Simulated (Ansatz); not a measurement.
Start from Al₂CdS₄ (space group I-4, No. 82).

```yaml
crystal:
  lattice:
    - [-2.76063, 2.76063, 5.07689]
    - [2.76063, -2.76063, 5.07689]
    - [2.76063, 2.76063, -5.07689]
  atoms:
    - { symbol: Al, position: [0.50000, 0.50000, 0.00000] }
    - { symbol: Al, position: [0.25000, 0.75000, 0.50000] }
    - { symbol: Cd, position: [0.00000, 0.00000, 0.00000] }
    - { symbol: S, position: [0.40417, 0.86393, 0.99603] }
    - { symbol: S, position: [0.86790, 0.40814, 0.00397] }
    - { symbol: S, position: [0.13607, 0.13210, 0.54024] }
    - { symbol: S, position: [0.59186, 0.59583, 0.45976] }
```

All numbers come from PBEsol in Ansatz (plane waves to 420 eV, PAW, no spin-orbit coupling).

Strains are applied to the cell and any free atomic positions relax.

One change was made to it. Results:

| quantity | base | after |
|---|---|---|
| energy relative to the base (free energy F) | 0 meV/atom | +1.4 meV/atom |
| band gap | 2.82 eV | 2.73 eV |
| pressure (mean of the normal stresses, compression positive) | 0.00 GPa | -0.87 GPa |
| gap character | indirect, k = (0.222, -0.222, 1/3) in the run's primitive reciprocal basis → Γ | indirect, X → Γ |
| smallest direct gap | 2.87 eV | 2.80 eV |

Question: What was done to the base?
(A) isotropic strain +1.50 %
(B) isotropic strain +3.00 %
(C) isotropic strain +2.25 %
(D) isotropic strain +0.75 %

Answer: D, isotropic strain +0.75 %. For comparison, the band gap in the other runs: isotropic strain +3.00 % gives 2.42 eV; isotropic strain +1.50 % gives 2.63 eV; isotropic strain +2.25 % gives 2.53 eV.

Stability against distortions was not tested.

Ansatz is an electronic-structure program.
